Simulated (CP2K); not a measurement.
A self-consistent single point of LaH₃ (I4/mmm, 4 atoms in the cell) with CP2K.

Level of theory: PBEsol, GPW, DZVP-MOLOPT-SR-GTH basis, GTH-PBE potentials (GTH_POTENTIALS) in CP2K.

The change in words: lattice scaled by 0.98. Reference geometry:
```xyz
4
Lattice="4.0875 0.0000 0.0000 0.5716 4.0473 0.0000 -2.3296 -2.0237 2.6806" Properties=species:S:1:pos:R:3 pbc="T T T"
La     0.0000     0.0000     0.0000
H      2.0438     0.0000     1.3403
H      0.2858     2.0237     1.3403
H      2.3296     2.0237     0.0000
```

Reference input (self-consistent single point, DFT PBEsol, GPW, DZVP-MOLOPT-SR-GTH basis, GTH-PBE potentials (GTH_POTENTIALS)): CUTOFF = 500 Ry; REL_CUTOFF = 50 Ry; SMEAR/METHOD = FERMI_DIRAC; ELECTRONIC_TEMPERATURE = 580.23 K; KPOINTS/SCHEME = MONKHORST-PACK 6 6 6; GAMMA_CENTERED = T; XC_FUNCTIONAL = PBE:PBESOL; La/BASIS_SET = DZVP-MOLOPT-SR-GTH; La/POTENTIAL = GTH-PBE-q11; H/BASIS_SET = DZVP-MOLOPT-SR-GTH; H/POTENTIAL = GTH-PBE-q1; METHOD = GPW. This run's input differs from it in these lines:

```diff
@@ -68,5 +68,5 @@
     &CELL
-      A 4.08751500 0.00000000 0.00000000
-      B 0.57165000 4.04734400 0.00000000
-      C -2.32958300 -2.02367200 2.68059200
+      A 4.00576500 0.00000000 0.00000000
+      B 0.56021700 3.96639800 0.00000000
+      C -2.28299100 -1.98319900 2.62698100
       PERIODIC XYZ
@@ -75,5 +75,5 @@
       La       0.00000000     0.00000000     0.00000000
-      H        2.04375725     0.00000000     1.34029600
-      H        0.28582475     2.02367200     1.34029600
-      H        2.32958250     2.02367200     0.00000000
+      H        2.00288250     0.00000000     1.31349050
+      H        0.28010850     1.98319900     1.31349050
+      H        2.28299100     1.98319900     0.00000000
     &END COORD
```

Output (repeated stretches shortened):

```
 SCF WAVEFUNCTION OPTIMIZATION

  Step     Update method      Time    Convergence         Total energy    Change
     1 NoMix/Diag. 0.30E+00      -     1.21840062       -33.4025230960 -3.34E+01
     2 Broy./Diag. 0.30E+00      -     0.02452362       -33.5247936240 -1.22E-01
     3 Broy./Diag. 0.30E+00      -     0.05215212       -33.4185616810  1.06E-01
     4 Broy./Diag. 0.30E+00      -     0.00502177       -33.4196622213 -1.10E-03
     5 Broy./Diag. 0.30E+00      -     0.00328282       -33.4281608395 -8.50E-03
     6 Broy./Diag. 0.30E+00      -     0.00045310       -33.4246009371  3.56E-03
   [... 3 lines left out ...]
    10 Broy./Diag. 0.30E+00      -     0.00000405       -33.4206611936 -1.24E-05
    11 Broy./Diag. 0.30E+00      -     0.00000714       -33.4207007241 -3.95E-05
    12 Broy./Diag. 0.30E+00      -     0.00000109       -33.4207144755 -1.38E-05
    13 Broy./Diag. 0.30E+00      -     0.00000078       -33.4207208328 -6.36E-06
  *** SCF run converged in    13 steps ***

  Overlap energy of the core charge distribution:               0.00000000000004
  Self energy of the core charge distribution:                -68.03230001612080
  Core Hamiltonian energy:                                     14.17857400337508
  Hartree energy:                                              25.82746083798576
  Exchange-correlation energy:                                 -5.39441036068913
  Electronic entropic energy:                                  -0.00004529743186
  Fermi energy:                                                 0.32129908383408

  Total energy:                                               -33.42072083282068
  Total energy (extrapolated to T->0):                        -33.42069818410475

   [... lines left out ...]

 STRESS| Analytical stress tensor [bar]
 STRESS|                        x                   y                   z
 STRESS|      x       -1.87244503612E+03   7.56639055950E+03   3.31267067825E+00
 STRESS|      y        7.56639055950E+03  -4.00997295410E+03   2.87766620663E+00
 STRESS|      z        3.31267067825E+00   2.87766620663E+00  -1.05792316013E+04
 STRESS| 1/3 Trace                                            -5.48721653052E+03
```

The run converged in 13 iterations. Against the reference run the free energy falls by 12.7 meV/atom and the pressure goes from -5.47 to -0.55 GPa.

The starting cell comes from a database of computed structures (which also holds hypothetical and non-ambient phases and stackings), without a prior relaxation at this level. Its lattice was rescaled by a random factor within 2.5 % of one. For this run, on top of that: lattice scaled by 0.98. Values carry the incompleteness of an atom-centred basis. The potentials were made for another functional than the one used.

Cost on one core of a shared machine: roughly 70 s.
